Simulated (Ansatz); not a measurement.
The starting structures come from a database of crystals and need not be the phases stable at ambient conditions.

 Where the default PAW files enter, the runs use the earlier of Ansatz's two default sets.

Inside the gap of an insulator the Bloch states are evanescent, with a wavenumber k + iκ along the transport direction.

Consider the following.

```yaml
crystal:
  lattice:
    - [5.51439, 0.00000, 0.00000]
    - [2.29966, 5.08695, 0.00000]
    - [0.00000, 0.00000, 5.51960]
  atoms:
    - { symbol: Co, position: [0.72821, 0.78781, 0.49812] }
    - { symbol: Co, position: [0.27179, 0.21219, 0.50188] }
    - { symbol: Co, position: [0.27179, 0.71219, 0.99812] }
    - { symbol: Co, position: [0.72821, 0.28781, 0.00188] }
    - { symbol: P, position: [0.84202, 0.86763, 0.87377] }
    - { symbol: P, position: [0.15798, 0.13237, 0.12623] }
    - { symbol: P, position: [0.15798, 0.63237, 0.37377] }
    - { symbol: P, position: [0.84202, 0.36763, 0.62623] }
    - { symbol: P, position: [0.66063, 0.18177, 0.37263] }
    - { symbol: P, position: [0.33937, 0.81823, 0.62737] }
    - { symbol: P, position: [0.33937, 0.31823, 0.87263] }
    - { symbol: P, position: [0.66063, 0.68177, 0.12737] }
```

Space group of this cell: P2_1/c. The cell is taken as given.

Transport runs along the normal of the first two printed cell vectors.

The gap is the functional's own, uncorrected, and κ follows it; spin-orbit coupling is left out. Mid-gap values are interpolated between the computed energies.

Question: Give the band gap and the smallest decay constant κ at mid-gap that r2SCAN in Ansatz (a program for electronic structure) yields.

Answer: Gap 0.56 eV on a 6×6×6 mesh; κ = 0.159 1/Å, at (0.167, 0.500) of the in-plane reciprocal vectors. At the zone centre, at the nearest computed energy, the slowest state has κ = 0.21 1/Å.
